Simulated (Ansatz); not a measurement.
System: Ti2B2Ge (model structure, started from the Ti2InB2 type, P-6m2, No. 187, 5 atoms in the cell). Method: LDA in Ansatz (plane waves, PAW).

Run with plane-wave cutoff 520 eV, 24×24×8 k mesh (along the axes of the cell as run), Fermi–Dirac smearing 0.05 eV, no spin polarisation, scalar-relativistic PAW data made under PBE.

Cell (relaxed at this level):

Ti2B2Ge is modelled in the hexagonal space group P-6m2 (No. 187), Pearson symbol hP5. Cell: a = 2.990 Å, b = 2.990 Å, c = 7.187 Å, α = 90.00°, β = 90.00°, γ = 120.00°. Ti on 2h has 6 B at 2.310 Å and 3 Ge at 2.687 Å and 7 Ti at 2.990–3.070 Å. Ge on 1a is surrounded by 6 Ti at 2.687 Å. B1 on 1b has 3 B at 1.726 Å and 6 Ti at 2.310 Å. B2 on 1f sees 3 B at 1.726 Å and 6 Ti at 2.310 Å. (Neighbours: up to the widest gap in distance over summed covalent radii, below 1.35, at either atom; cation-cation and far metal-metal contacts left out.)

What does this level give for the bulk modulus?


- bulk modulus: 195 GPa

Note: the run has no spin polarisation, so it can have missed a magnetic state; the bulk modulus is −V dP/dV from two relaxed cells at ±2 % in volume; the relaxation could raise the start's symmetry but not lower it, so the cell can be a saddle point.

The computed numbers hold no vibrational or temperature effects.

A model structure was made by putting elements into a prototype or built by hand; it is no filed structure, need not be a known phase, and can be a saddle point held by its symmetry.

Ansatz is a first-principles code.
